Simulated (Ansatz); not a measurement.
# Element substitutions in Cu

The reference is Cu in the fcc (Cu type) structure (space group Fm-3m, No. 225; a = 3.577 Å).

Each row replaces one element on all its sites; cell and atoms are relaxed.

Computed with Kohn–Sham DFT with the r2SCAN functional, run in Ansatz (a quantum-chemistry and plane-wave program) with PAW and 500 eV plane waves, spin-orbit coupling left out.

Candidates:
(a) Cu → Ag
(b) Cu → Au
(c) Cu → P

Base values:

Shortest interatomic distance: 2.529 Å

Order them by shortest interatomic distance, lowest first.

(c) Cu → P (2.747 Å), (a) Cu → Ag (2.903 Å), (b) Cu → Au (2.916 Å)

Stability against distortions was not tested. As relaxed here, P is a hypothetical phase, not in the database extracts checked. The final runs are not spin-polarised.
